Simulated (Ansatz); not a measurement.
Results of G0W0@PBEsol (Ansatz, a program for electronic structure, hard PAW, contour deformation, complete-basis limit) for CsBeH3 (model structure, started from the KMgH3 type, Pm-3m, No. 221, 5 atoms in the cell).

Settings: largest k mesh 8×8×8 (not extrapolated in the mesh).

Cell (relaxed with PBEsol):

```xyz
5
Lattice="3.8837 0.0000 0.0000 0.0000 3.8837 0.0000 0.0000 0.0000 3.8837" Properties=species:S:1:pos:R:3 pbc="T T T"
Cs     0.0000     0.0000     0.0000
Be     1.9418     1.9418     1.9418
H      1.9418     0.0000     1.9418
H      0.0000     1.9418     1.9418
H      1.9418     1.9418     0.0000
```

Problem. Give the computed band gap.

Solution. 
* **band gap**: 1.29 eV

Note: the relaxation could raise the start's symmetry but not lower it, so the cell can be a saddle point; the gap holds a correction of +0.18 eV to the complete basis.

Spin–orbit coupling is not included.

The computed numbers hold no vibrational or temperature effects.

Computing time: around 2.5 core-hours (rough).

A model structure was made by putting elements into a prototype or built by hand; it is no filed structure, need not be a known phase, and can be a saddle point held by its symmetry.
